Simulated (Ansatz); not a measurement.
Results of LDA in Ansatz (PAW) for K2SO4 (Pnma, No. 62).

Run with plane-wave cutoff 520 eV, 6×6×4 k mesh (along the axes of the cell as run), Fermi–Dirac smearing 0.01 eV, scalar-relativistic PAW data made under PBE.

Cell (relaxed at this level):

Space group Pnma (No. 62); a = 7.254 Å, b = 5.588 Å, c = 9.778 Å, α = 90.00°, β = 90.00°, γ = 90.00°

| atom | site | symmetry | x | y | z |
|---|---|---|---|---|---|
| K | 4c | .m. | 0.1688 | 0.2500 | 0.0894 |
| K | 4c | .m. | 0.0122 | 0.7500 | 0.2988 |
| S | 4c | .m. | 0.2323 | 0.2500 | 0.4204 |
| O | 4c | .m. | 0.0291 | 0.2500 | 0.4168 |
| O | 4c | .m. | 0.1997 | 0.7500 | 0.0637 |
| O | 8d | 1 | 0.3039 | 0.0335 | 0.3506 |

**Question.** Estimate the bulk modulus B0, band gap and pressure derivative B′ of the bulk modulus that the calculation returns.

**Answer.** 
- bulk modulus B0: 41.5 GPa
- band gap: 5.74 eV (direct)
- pressure derivative B′ of the bulk modulus: 5.7

Note: the relaxation could not lower the start's symmetry, so the cell can be a saddle point above a distorted one; the volume lies 9 % below that of the published cell; the bulk modulus comes from volumes at which shape and atoms were relaxed.

Ansatz is a quantum-chemistry and plane-wave program.
